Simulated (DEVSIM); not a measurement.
Structure: Ti/Al2O3/SiO2/p-Si capacitor, at 250 K.

```tsv
layer (left to right)	material	thickness (nm)	Na (cm⁻³)
1	Al2O3	3.50	-
2	SiO2	1.40	-
3	Si	12000	2.3e15
```

Metal gate on the left, work function 4.33 eV. Fixed charge at the semiconductor interface 0 cm⁻² (in units of +e); no interface traps.

Constants are typed, rounded textbook-type inputs, not results; the design itself was drawn at random and stands for no fabricated device. Values at 300 K; Nc and Nv go as T^1.5, mobilities as T to minus their exponent, the gap by Varshni's rule with the affinity fixed.

| parameter | Al2O3 | SiO2 | Si |
|---|---|---|---|
| gap (eV) | 6.8 | 9 | 1.124 |
| affinity (eV) | 1.35 | 0.9 | 4.05 |
| permittivity | 9 | 3.9 | 11.7 |
| Nc (cm⁻³) | - | - | 2.86e19 |
| Nv (cm⁻³) | - | - | 3.1e19 |
| Varshni α (eV/K) | - | - | 0.000473 |
| Varshni β (K) | - | - | 636 |

Simulated with DEVSIM: 1D Poisson equation in equilibrium, Boltzmann statistics, complete ionisation; no quantum confinement or tunnelling. Metal contacts follow the ideal Schottky-Mott rule: no Fermi-level pinning, no interface dipoles.

The interface trap density was swept, all else fixed.

```json
[
 {"interface trap density (cm^-2 eV^-1)": "0", "threshold voltage (band bending 2φF) (V)": "0.10", "flat-band voltage (V)": "-0.66", "minimum of the low-frequency capacitance (μF/cm²)": "0.0175"},
 {"interface trap density (cm^-2 eV^-1)": "1e10", "threshold voltage (band bending 2φF) (V)": "0.10", "flat-band voltage (V)": "-0.66", "minimum of the low-frequency capacitance (μF/cm²)": "0.0190"},
 {"interface trap density (cm^-2 eV^-1)": "1e11", "threshold voltage (band bending 2φF) (V)": "0.11", "flat-band voltage (V)": "-0.66", "minimum of the low-frequency capacitance (μF/cm²)": "0.0328"},
 {"interface trap density (cm^-2 eV^-1)": "3e11", "threshold voltage (band bending 2φF) (V)": "0.12", "flat-band voltage (V)": "-0.67", "minimum of the low-frequency capacitance (μF/cm²)": "0.0624"},
 {"interface trap density (cm^-2 eV^-1)": "1e12", "threshold voltage (band bending 2φF) (V)": "0.15", "flat-band voltage (V)": "-0.71", "minimum of the low-frequency capacitance (μF/cm²)": "0.155"},
 {"interface trap density (cm^-2 eV^-1)": "2e12", "threshold voltage (band bending 2φF) (V)": "0.20", "flat-band voltage (V)": "-0.76", "minimum of the low-frequency capacitance (μF/cm²)": "0.263"}
]
```

From the first row to the last the threshold voltage (band bending 2φF) goes from 0.10 to 0.20. From the first row to the last the flat-band voltage goes from -0.66 to -0.76.
